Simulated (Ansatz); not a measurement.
The starting structures come from a database of crystals and need not be the phases stable at ambient conditions.

By PBEsol, the system below comes out a metal.

The ballistic (Sharvin) conductance counts the channels at the Fermi level: G/A = (e²/h) × channels of both spins per area.

Here is the system:

```
CELL_PARAMETERS angstrom
      2.76067     0.00000     0.00000
      0.00000     4.79213     0.00000
      1.38034     0.00000     2.39081
ATOMIC_POSITIONS crystal
  Pt 0.66667 0.25000 0.66667
  Pt 0.33333 0.75000 0.33333
```

The cell is taken as given; by PBEsol it stands under a pressure of -10.8 GPa.

The current flows along the normal of the first two printed cell vectors, the (100) plane of the conventional cell. No spin-orbit coupling; the value is a mean over 0.1 eV about the Fermi level.

Q: Give the ballistic conductance per area that Ansatz (a first-principles code) with PBEsol yields.

A: 1.8 × 10¹⁵ S/m² for both spins.
